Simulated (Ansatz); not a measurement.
# Habitual settings against a tight run: CdHg4Se5 (I-4m2, 10 atoms in the cell)

Self-consistent single point.

```
CELL_PARAMETERS angstrom
     -2.25638     2.25638    15.94012
      2.25638    -2.25638    15.94012
      2.25638     2.25638   -15.94012
ATOMIC_POSITIONS crystal
  Cd 0.50000 0.50000 0.00000
  Hg 0.90011 0.90011 0.00000
  Hg 0.09989 0.09989 0.00000
  Hg 0.30003 0.30003 0.00000
  Hg 0.69997 0.69997 0.00000
  Se 0.25000 0.75000 0.50000
  Se 0.65000 0.15000 0.50000
  Se 0.85000 0.35000 0.50000
  Se 0.04930 0.54930 0.50000
  Se 0.45070 0.95070 0.50000
```

Computed with PBEsol, PAW files made with PBE (plane waves; Ansatz, a first-principles code).

Base settings: basis.ecutwfc = 420 eV; kpoints.mp_grid.grid = 7 7 7; kpoints.mp_grid.shift = 0.5 0.5 0.5; hamiltonian.xc = pbesol; hamiltonian.pseudopotentials = {kind: paw} (the program's default PAW files); scf.occupations.method = cold; scf.occupations.width = 0.05 eV.

Tight run (finer mesh or higher cutoff; not a proven limit): basis.ecutwfc: 420 eV → 590 eV; kpoints.mp_grid.grid: 7 7 7 → 10 10 10; scf.convergence.dr2_threshold: default (1e-07 eV) → 1e-09 eV. It gave Fermi level (on the code's own zero) 6.15 eV; pressure -4.69 GPa; largest force (vector length) 0.031 eV/Å.

Quick runs, as changes from the base:
- A: the base itself
- B: basis.ecutwfc: 420 eV → 335 eV; kpoints.mp_grid.grid: 7 7 7 → 2 2 2; hamiltonian.xc: pbesol → lda; width narrowed by the program to 0.0173 eV [LDA (PW92)]
- C: basis.ecutwfc: 420 eV → 210 eV; kpoints.mp_grid.grid: 7 7 7 → 8 8 8
- D: basis.ecutwfc: 420 eV → 335 eV; kpoints.mp_grid.grid: 7 7 7 → 6 6 6; hamiltonian.xc: pbesol → lda; scf.convergence.dr2_threshold: default (1e-07 eV) → 0.001 eV [LDA (PW92)]
- E: basis.ecutwfc: 420 eV → 250 eV; kpoints.mp_grid.grid: 7 7 7 → 3 3 3; scf.occupations.method: cold → methfessel_paxton; scf.occupations.width: 0.05 eV → 0.2 eV
- F: basis.ecutwfc: 420 eV → 295 eV; kpoints.mp_grid.grid: 7 7 7 → 8 8 8

Dashes: energy of B, D, another energy zero; time of B, E, under 30 s.

† marks runs with another functional, U, potentials or spin treatment: their distance from the tight run is not a convergence error alone.

The count of work is k-points × plane waves × bands × iterations; it is no time. Core times come from one kind of shared machine and are given to one figure; runs under 30 s give none.

Pressures in the table are Ansatz's without its Pulay estimate, at a fixed set of plane waves; the tight run's value above holds the estimate.

The starting cell comes from a database of computed structures (which also holds hypothetical and non-ambient phases and stackings), without a prior relaxation at this level. Its lattice was rescaled by a random factor within 2.5 % of one. In the base run, with a pressure of about -5 GPa the cell is away from its equilibrium volume at this level. The run gives no clean gap (levels at the Fermi energy touch, overlap or are partly filled at this smearing), which alone does not show that the compound is a metal.

```
run  energy less tight (meV/atom)  pressure less tight (GPa)  largest miss in a force vector (eV/Å)  count of work / tight  core time / tight (rough)
---  ----------------------------  -------------------------  -------------------------------------  ---------------------  -------------------------
A                             1.2                      -0.01                                  0.001                   0.19                        0.2
B†                              –                      -0.85                                  0.069                  0.020                          –
C                          4091.6                    -109.69                                  0.018                  0.085                        0.1
D†                              –                      -1.92                                  0.006                  0.056                       0.10
E                           796.3                     -28.05                                  0.044                  0.013                          –
F                            77.1                      -4.17                                  0.006                   0.15                        0.2
```

Among the runs at the tight run's level, the energy misses run from 1.2 to 4091.6 meV/atom.

Keys are those of Ansatz 0.2.
